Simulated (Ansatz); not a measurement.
Structures of equal composition on the (111)B surface of 3C silicon carbide (C plane on top): (√3x√3)R30° Bi adatom at H3; (√3x√3)R30° Bi adatom at T4. The slabs share one bottom face, and each structure is named by its start. These are constructed structures in small cells; real faces may alloy, dewet or reconstruct in larger ones, and not all known structures of the face are among them. Slabs of about 11 Å with all that they carry, Fermi-Dirac smearing of 0.025 eV. Bottom of the slabs: H caps. Relaxed from the named starts with such symmetry as they have, on meshes of like density; energies extrapolated to zero smearing; no spin-orbit coupling, no U. Spin-polarised runs, if any, are marked in brackets, and their order is one that fits the cell; the others ran without spin. Where a second, spin-polarised start was run, the lower counts.

Host crystal: 3C silicon carbide, with a band gap (PBE, scalar-relativistic without spin-orbit coupling).

Calculation: PBE (plane waves to 420 eV, PAW; Ansatz, a program for electronic structure).

Task: Order them by energy per 1x1 cell (lowest first) at the level PBE.

Result: (√3x√3)R30° Bi adatom at T4 (0.000 eV, gap 1.87 eV on the mesh), (√3x√3)R30° Bi adatom at H3 (0.060 eV, gap 1.58 eV on the mesh)
